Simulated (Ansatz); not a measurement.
Take Mg3Sb2 (space group P-3m1, No. 164; a = 4.5508 Å, c = 7.1806 Å) as the base.

Calculations: PBEsol/PAW in Ansatz (an electronic-structure program), spin-orbit coupling left out.

Carriers are added at fixed cell with a uniform background; the Fermi–Dirac width is that of 300 K.

One change was made to it. Results:

The gap between the host's bands rises by 0.184 eV (0.15 eV → 0.34 eV); the Fermi level relative to the doped band's edge (positive inside the band; to 0.05 eV) comes out as +0.95 eV; the gap character is still indirect, Γ → k = (0, 0.417, 0.286) in the run's primitive reciprocal basis.

**Question.** Which change produced these results?
A) holes 1.0×10^22 cm⁻³
B) electrons 1.0×10^22 cm⁻³
C) electrons 7.0×10^21 cm⁻³
D) electrons 3.0×10^21 cm⁻³

**Answer.** A, holes 1.0×10^22 cm⁻³. For comparison, the gap between the host's bands in the other runs: electrons 1.0×10^22 cm⁻³ gives 0.16 eV; electrons 7.0×10^21 cm⁻³ gives 0.17 eV; electrons 3.0×10^21 cm⁻³ gives 0.18 eV.

Charged cell with a jellium background: band edges are those of the host's band count, energies are not comparable with the neutral cell, and many-body gap narrowing is missing. Spin-orbit coupling, missing from the scalar runs, can matter with Sb. Whether these cells are dynamically stable was not tested. The zero or small gap of Mg3Sb2 can change with the level of theory.
